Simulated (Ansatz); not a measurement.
## Al on the Si site + Si interstitial in silicon

Level of theory: PBE, PAW (plane waves to 420 eV; Ansatz, a quantum-chemistry and plane-wave program). The supercell holds 64 host sites (2×2×2 repeats of the unit cell), with a 2×2×2 shifted k-point sampling for the final energies. Sites at the start: the Si site; void 2.37 Å away. Energies of charged states are corrected for periodic images (point charge plus alignment at distant sites). Dielectric constants: PBE linear response of the host. Host gap at this level: 0.61 eV. Finite-size and sampling errors can reach tenths of an eV here. PBE underestimates the host's gap, which shifts levels and can delocalise carriers. Spin–orbit coupling is left out. Each state is the lowest found from its start.

Formation energies E_f are given with the Fermi level at the valence-band maximum. Chemical conditions: host crystal and elements as references (Δμ(Al) = 0.00 eV; Al taken from its element, since no compound that bounds it was computed at this level; only phases computed here count, gases as isolated molecules at 0 K). Reference phases: Al: fcc Al.

```tsv
charge	moment (μB)	point group	largest move off a lattice site (Å)	image correction with alignment (eV)	E_f, host crystal and elements as references (eV)
+1	not spin-polarised	C3v	0.33	0.27	2.63
0†	fractional	–	0.35	0.00	3.27
```

† Not settled in this cell, so no level is given: charge 0: fractional moment, a level filled in part, carriers not clearly localised, level within 0.1 eV of a band edge or past it.

Point groups are those of the whole cell at tolerances of 0.03 and 0.1 Å ("near" where only the looser one holds); none is given for unsettled states.

Starting moments that weren't kept: charge 0 began with 1 μB and ended with 0.4.

Flagged in the runs: a strain field that reaches the edge of the cell.
